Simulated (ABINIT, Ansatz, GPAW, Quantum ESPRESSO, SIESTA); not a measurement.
**One structure in several programs: CaMg₆Sn (Amm2, 8 atoms in the cell)**

Self-consistent single point, at a second geometry (lattice scaled by 0.98). First geometry:

```xyz
8
Lattice="5.2074 0.0000 0.0000 0.0000 3.2032 5.9208 0.0000 -3.2032 5.9208" Properties=species:S:1:pos:R:3 pbc="T T T"
Ca     2.6037     0.0000     2.0066
Mg     2.6037     1.5955     4.9426
Mg     2.6037    -1.5955     4.9426
Mg     0.0000     1.5850     6.8545
Mg     0.0000    -1.5850     6.8545
Mg     0.0000     0.0000     3.9952
Mg     0.0000     0.0000     9.8922
Sn     2.6037     0.0000     7.8781
```

Shared settings, as Ansatz (a quantum-chemistry and plane-wave program) writes them: kpoints.mp_grid.grid = 4 3 3; scf.occupations.method = fermi_dirac; scf.occupations.width = 0.1 eV. Potentials and cutoffs stand in the table.

| code | model | ΔF from the first geometry (meV/atom) | pressure (GPa) | largest force (eV/Å) | cutoff |
|---|---|---|---|---|---|
| GPAW | PBEsol, GPAW PAW datasets PBEsol (made by gpaw-setup) | 1.0 | 1.32 | 0.168 | 800 eV |
| Quantum ESPRESSO | PBEsol, SSSP 1.1.2 efficiency (PBE) pseudopotentials | 0.6 | 1.28 | 0.169 | 40 Ry |
| ABINIT | PBEsol, norm-conserving pseudopotentials (PseudoDojo nc-sr-04 PBEsol standard) | 0.9 | 1.29 | 0.172 | 84 Ry |
| Ansatz | PBEsol, PAW files made with PBE | 0.7 | 1.27 | 0.168 | default |
| SIESTA | GGA PBEsol, numerical atomic orbitals DZP, PseudoDojo PBEsol standard norm-conserving potentials (rewritten from UPF to PSML) | 28.2 | 4.94 | – | grid 400 Ry |

Size of the force on each atom (eV/Å): Sizes of forces hide their directions.

| code | Ca1 | Mg2 | Mg3 | Mg4 | Mg5 | Mg6 | Mg7 | Sn8 |
|---|---|---|---|---|---|---|---|---|
| GPAW | 0.066 | 0.061 | 0.061 | 0.098 | 0.098 | 0.018 | 0.168 | 0.033 |
| Quantum ESPRESSO | 0.066 | 0.062 | 0.062 | 0.093 | 0.093 | 0.010 | 0.169 | 0.032 |
| ABINIT | 0.064 | 0.062 | 0.062 | 0.090 | 0.090 | 0.004 | 0.172 | 0.033 |
| Ansatz | 0.066 | 0.061 | 0.061 | 0.090 | 0.090 | 0.009 | 0.168 | 0.032 |

A dash marks a value that a program does not give, or that is left out as unsure.

The spread over the programs that give each value: ΔF from the first geometry within 27.6 meV/atom; pressure within 3.67 GPa; largest force within 0.004 eV/Å.

SIESTA uses small atom-centred bases, whose incompleteness enters pressures, forces and empty levels differently from a plane-wave cutoff. Ansatz's pressure is given at a fixed set of plane waves, as the other plane-wave codes print theirs. In the pressure, SIESTA (by 3.66) lies more than 1 GPa from the median of the plane-wave programs.

The shared mesh is coarse (it stands for a supercell whose shortest vector is 19 Å), so the values are not converged in it.

The starting cell comes from a database of computed structures (which also holds hypothetical and non-ambient phases and stackings), without a prior relaxation at this level. For this run, on top of that: lattice scaled by 0.98.

Keys are those of Ansatz 0.2.
